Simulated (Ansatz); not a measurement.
GaSb (zinc blende, F-43m), quasi-harmonic approximation with DFT at the LDA level (Ansatz, a program for electronic structure). At this level the gap is small or closed, and a narrow smearing was used. Dynamical quadrupoles are not included in the interpolation of the phonons between the solved wave vectors. Spin-orbit coupling is not included.

| T (K) | α_L (10⁻⁶/K) | C_P (J/mol/K) | bulk modulus B_T (GPa) | γ |
|---|---|---|---|---|
| 50 | 0.1 | (withheld) | 54.3 | 0.04 |
| 250 | 6.6 | 46.7 | 53.1 | 0.75 |
| 300 | (withheld) | 47.8 | 52.8 | 0.77 |
| 400 | 7.2 | 48.9 | 52.1 | 0.78 |
| 450 | 7.4 | 49.2 | 51.7 | 0.79 |
| 500 | 7.5 | 49.5 | 51.4 | 0.79 |
| 550 | 7.6 | 49.7 | 51.0 | 0.80 |
| 700 | 7.9 | 50.2 | 49.8 | 0.81 |

Fill in the missing entries.


- 50, C_P (J/mol/K): 18.5
- 300, α_L (10⁻⁶/K): 6.9

Whether this phase is the stable one at each condition was not tested.

The PAW data sets were generated under PBE and serve the other functionals too.
